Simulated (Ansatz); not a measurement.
Base system: Cs2O in the anti-CdI2 type structure (space group P-3m1, No. 164; a = 4.1695 Å, c = 6.8201 Å; a hypothetical phase, not in the database extracts checked). Axes: x lies along a and z along c of the hexagonal cell.

Calculations: DFT with PBE-D3(BJ), PAW potentials and a 420 eV plane-wave cutoff in Ansatz (a program for electronic structure), spin-orbit coupling left out.

Perturbation: uniaxial strain ε_xx = +4.01 %, all other strain components held at zero; the atoms relax in the strained cell.

Predict the stress tensor and what it implies for the stiffness.

Stress of the strained cell less that of the base (GPa, compression positive):
```
  -0.79    0.00    0.00
   0.00   -0.31    0.01
   0.00    0.01   -0.14
```

Then −Δσ_ii/ε with ε = 0.0401 gives secant stiffness values (nonlinear terms included at this strain): C11 ≈ 20 GPa and C12 ≈ 7.8 GPa.

No phonon test of stability was made.
